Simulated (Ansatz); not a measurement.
Start from PbO2 (space group Pnma, No. 62; a cell from a computed database, its experimental status unchecked).

```xyz
12
Lattice="8.1255 0.0000 0.0000 0.0000 3.5038 0.0000 0.0000 0.0000 5.6414" Properties=species:S:1:pos:R:3 pbc="T T T"
Pb     1.3365     0.8759     0.8424
Pb     6.7890     2.6278     4.7990
Pb     2.7262     2.6278     3.6631
Pb     5.3993     0.8759     1.9783
O      3.1658     0.8759     2.2320
O      4.9598     2.6278     3.4095
O      0.8970     2.6278     5.0527
O      7.2285     0.8759     0.5888
O      1.0910     2.6278     2.1607
O      7.0345     0.8759     3.4807
O      2.9718     0.8759     4.9814
O      5.1538     2.6278     0.6600
```

Cartesian axes are those of the cell as printed.

Calculations: Ansatz (a first-principles code), PBEsol, PAW, cutoff 420 eV, without spin-orbit coupling.

Strains are applied to the cell and any free atomic positions relax; under biaxial strain the out-of-plane vector relaxes too.

One change was made to it. Results:

The pressure (mean of the normal stresses, compression positive) goes from zero to -3.6 GPa; the band gap remains zero; the shortest interatomic distance hardly moves (2.206 Å against 2.205 Å).

What was done to the base?
A) biaxial strain +2.88 %, plane normal [001], relaxed out of plane
B) isotropic strain +2.94 %
C) uniaxial strain ε_xx = +2.60 %
D) isotropic strain +0.37 %

A, biaxial strain +2.88 %, plane normal [001], relaxed out of plane. For comparison, the pressure in the other runs: isotropic strain +0.37 % gives -1.1 GPa; isotropic strain +2.94 % gives -6.8 GPa; uniaxial strain ε_xx = +2.60 % gives -2.2 GPa.

Spin-orbit coupling, missing from the scalar runs, can matter with Pb. Whether these cells are dynamically stable was not tested. All final runs are without spin polarisation. A zero or small gap of PbO2 can be the functional's error rather than a property of the material.
